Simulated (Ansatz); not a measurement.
Base system: CaO in the rock salt structure (space group Fm-3m, No. 225; a = 4.767 Å). Axes: x, y, z lie along the cube axes.

Computed with Ansatz (a program for electronic structure), PBEsol, PAW, cutoff 420 eV, scalar-relativistic without spin-orbit coupling.

Strains are applied to the cell and any free atomic positions relax; under biaxial strain the out-of-plane vector relaxes too.

One change was made to it. Results:

The pressure (mean of the normal stresses, compression positive) goes from zero to -3.76 GPa; the band gap decreases by 0.079 eV to 3.47 eV.

Task: Which of these changes matches the shifts?
A) biaxial strain +2.50 %, plane normal [111], relaxed out of plane
B) biaxial strain −0.42 %, plane normal [111], relaxed out of plane
C) biaxial strain +1.67 %, plane normal [111], relaxed out of plane
D) biaxial strain +0.42 %, plane normal [111], relaxed out of plane
E) biaxial strain −1.67 %, plane normal [111], relaxed out of plane

Result: A, biaxial strain +2.50 %, plane normal [111], relaxed out of plane. For comparison, the pressure in the other runs: biaxial strain −0.42 %, plane normal [111], relaxed out of plane gives 0.70 GPa; biaxial strain +1.67 %, plane normal [111], relaxed out of plane gives -2.58 GPa; biaxial strain −1.67 %, plane normal [111], relaxed out of plane gives 2.88 GPa; biaxial strain +0.42 %, plane normal [111], relaxed out of plane gives -0.68 GPa.

Stability against distortions was not tested.
